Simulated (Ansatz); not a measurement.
The reference is MoS2 in the 3R-MoS2 type structure (space group R3m, No. 160; a = 3.116 Å, c = 17.358 Å (hexagonal axes); layered, stacked along the Cartesian z axis).

The change: W takes the place of Mo on all its sites, then cell and atoms are relaxed.

Levels (all Ansatz, a program for electronic structure, PAW, earlier PAW set): PBEsol-D3(BJ) (420 eV, no spin-orbit coupling); PBEsol+SOC (420 eV, with spin-orbit coupling).

The geometry is relaxed with PBEsol-D3(BJ).

- PBEsol-D3(BJ) lowest conduction level above the VBM at special points = S₂ 1.15 eV; S₀ 1.15 eV; H₀ 1.19 eV; H₂ 1.19 eV
- PBEsol-D3(BJ) smallest direct gap = 2.03 eV
- PBEsol-D3(BJ) gap character = indirect, T → Γ–S₀ (56 % along)

With PBEsol+SOC at the same geometry, the lowest conduction level above the VBM at special points changes from S₂ 1.15 eV; S₀ 1.15 eV; H₀ 1.19 eV; H₂ 1.19 eV to S₂ 1.08 eV; S₀ 1.08 eV; H₀ 1.11 eV; H₂ 1.11 eV; the smallest direct gap shrinks by 0.26 eV, from 2.03 eV to 1.77 eV; the gap character remains indirect, T → Γ–S₀ (56 % along).

Single points use the geometry relaxed with PBEsol-D3(BJ). The spin-orbit shifts are approximate. Spin-orbit coupling, missing from the scalar runs, can matter with W. No phonon test of stability was made.
